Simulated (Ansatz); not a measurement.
Here is the system:

```xyz
1
Lattice="2.3084 0.0000 0.0000 0.0000 2.3213 0.0000 0.0000 0.0000 2.3084" Properties=species:S:1:pos:R:3 pbc="T T T"
Cr     0.0000     0.0000     0.0000
```

No spin polarisation.

Calculations: plane-wave PAW DFT at the PBEsol level (Ansatz, a quantum-chemistry and plane-wave program, 420 eV), scalar-relativistic without spin-orbit coupling. k-mesh 28×28×28 (Γ-centred); smearing 0.1 eV (Fermi–Dirac).

Q: What band gap does the calculation give?

A: Zero.

Q: Predict the stress (xx, yy, zz, yz, xz, xy; compression positive).

A: (-0.5, -2.5, -0.5, 0.0, 0.0, 0.0) GPa.

Q: What is the computed space group?

A: P4/mmm (No. 123).

The cells carry an imposed strain or load. Stability against distortions was not tested. The final runs are not spin-polarised. The cell was made from Cr in the simple cubic structure (space group Pm-3m, No. 221; non-magnetic; a hypothetical phase, not in the database extracts checked) by this change: uniaxial strain ε_yy = +0.56 %.
